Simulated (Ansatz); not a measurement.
Band structure of ScCoC2 (P4/nmm, 8 atoms in the cell).

```yaml
crystal:
  lattice:
    - [3.34281, 0.00000, 0.00000]
    - [0.00000, 3.34281, 0.00000]
    - [0.00000, 0.00000, 7.18148]
  atoms:
    - { symbol: Sc, position: [0.50000, 0.00000, 0.65433] }
    - { symbol: Sc, position: [0.00000, 0.50000, 0.34567] }
    - { symbol: Co, position: [0.50000, 0.50000, 0.00000] }
    - { symbol: Co, position: [0.00000, 0.00000, 0.00000] }
    - { symbol: C, position: [0.00000, 0.50000, 0.85013] }
    - { symbol: C, position: [0.50000, 0.00000, 0.14987] }
    - { symbol: C, position: [0.50000, 0.00000, 0.34670] }
    - { symbol: C, position: [0.00000, 0.50000, 0.65330] }
```

Method: PBEsol, PAW files made with PBE (plane waves; Ansatz, a quantum-chemistry and plane-wave program).

Settings: kpoints.mp_grid.grid = 8 8 4; hamiltonian.xc = pbesol; hamiltonian.pseudopotentials = {kind: paw} (the program's default PAW files); scf.occupations.method = gaussian; scf.occupations.width = 0.136 eV; kpoints.band_path.npoints = 8.

The starting cell comes from a database of computed structures (which also holds hypothetical and non-ambient phases and stackings), without a prior relaxation at this level. Spin polarisation is off.

Levels in eV from the Fermi level, bands 33 to 40:
| point | 33 | 34 | 35 | 36 | 37 | 38 | 39 | 40 |
|---|---|---|---|---|---|---|---|---|
| Γ | -0.29 | -0.29 | -0.22 | 0.30 | 0.31 | 0.31 | 0.67 | 0.81 |
| X | -1.62 | -1.62 | -1.39 | -1.39 | 1.55 | 1.55 | 2.30 | 2.30 |
| M | -1.59 | -1.59 | -0.62 | -0.62 | 0.79 | 0.79 | 2.06 | 2.06 |
| Z | -0.61 | -0.61 | -0.40 | -0.21 | 0.67 | 1.38 | 2.06 | 2.06 |
| R | -1.76 | -1.76 | -1.41 | -1.41 | 1.23 | 1.23 | 3.02 | 3.02 |
| A | -1.11 | -1.11 | -0.62 | -0.62 | -0.19 | -0.19 | 2.04 | 2.04 |

Bands cross the Fermi level along this path, so the cell is metallic at this level.

Keys are those of Ansatz 0.2.
